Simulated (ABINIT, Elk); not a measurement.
An ABINIT input for a self-consistent single point of Cd (P6_3/mmc, 4 atoms in the cell) (DFT, PBE, plane waves, PAW (JTH v2.0 PBE PAW)):

```
# Cd, JTH v2.0 PBE PAW
pp_dirpath "./"
pseudos "Cd.GGA_PBE-JTH.xml"
acell 3.1887036137 3.1887036137 10.2596750000 Angstrom
rprim
         1.0000000000   -0.0000001287    0.0000000000
        -0.4999998886    0.8660254681    0.0000000000
         0.0000000000    0.0000000000    1.0000000000
natom 4
ntypat 1
znucl 48
typat 1 1 1 1
xcart
         0.0000000000    0.0000000000    0.0000000000
         0.0000000000    0.0000000000    5.1298375000
         0.0000002369    1.8409988897    2.5649187500
         1.5943519253    0.9204992397    7.6947562500
      Angstrom
ecut 20
pawecutdg 40
pawxcdev 0
ixc 11
occopt 7
tsmear 0.1 eV
nband 31
kptopt 1
ngkpt 8 8 3
nshiftk 1
shiftk 0 0 0
nstep 100
toldfe 1.0e-09
prtwf 0
prtden 0
enunit 2
```

Question: Give the Elk input for the same structure, mesh, smearing and functional.

Answer: This is the input that was run; spellings and numerical settings could be chosen otherwise.

```
tasks
  0

xctype
  20

tforce
  .true.

rgkmax
  8.0

gmaxvr
  18.0

lmaxapw
  10

lmaxo
  8

nxlo
  2

lorbcnd
  .true.

lradstp
  2

nrmtscf
  2.0

lmaxi
  4

stype
  0

swidth
  0.00367493

scale
  1.889726125

avec
    3.1887036137   -0.0000004104    0.0000000000
   -1.5943514515    2.7614985398    0.0000000000
    0.0000000000    0.0000000000   10.2596750000

atoms
  1   : nspecies
  'Cd.in'   : spfname
  4   : natoms; atposl, bfcmt below
  0.0000000000  0.0000000000  0.0000000000    0.0 0.0 0.0
  0.0000000000  0.0000000000  0.5000000000    0.0 0.0 0.0
  0.3333333333  0.6666666667  0.2500000000    0.0 0.0 0.0
  0.6666666667  0.3333333333  0.7500000000    0.0 0.0 0.0

ngridk
  8 8 3
```

Basis settings and potentials, where a program has them, do not carry over. This input uses DFT, PBE, all-electron FP-LAPW, Elk's shipped species files, APW+lo basis with extra local orbitals.

The starting cell was generated: these elements placed on a structure prototype, without a prior relaxation; it need not be a known phase or ordering of this composition. Its lattice was rescaled by a random factor within 2.5 % of one.
